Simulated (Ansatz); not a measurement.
Consider the following.

```xyz
4
Lattice="3.8451 0.0000 0.0000 -1.9226 3.3300 0.0000 0.0000 0.0000 6.5074" Properties=species:S:1:pos:R:3 pbc="T T T"
Zn     1.9226     1.1100     6.4925
Zn     0.0000     2.2200     3.2387
S      1.9226     1.1100     4.0834
S      0.0000     2.2200     0.8297
```

No spin polarisation.

Computed with PBE/PAW in Ansatz (a first-principles code), spin-orbit coupling left out. k-mesh 10×10×5 (Γ-centred); smearing 0.05 eV (Fermi–Dirac).

Task: Predict the electron mass.

Result: 0.14 mₑ along z, 0.18 mₑ across (at Γ).

Task: Estimate the pressure (mean of the normal stresses, compression positive).

Result: -2.06 GPa.

Task: What is the computed space group?

Result: P6_3mc (No. 186).

The levels and masses belong to the bands next to the band gap. The cells carry an imposed strain or load. Masses are band curvatures over ±0.01 Å⁻¹ around the edge. Whether these cells are dynamically stable was not tested. The cell was made from ZnS in the wurtzite structure (space group P6_3mc, No. 186) by this change: uniaxial strain ε_zz = +3.20 %.
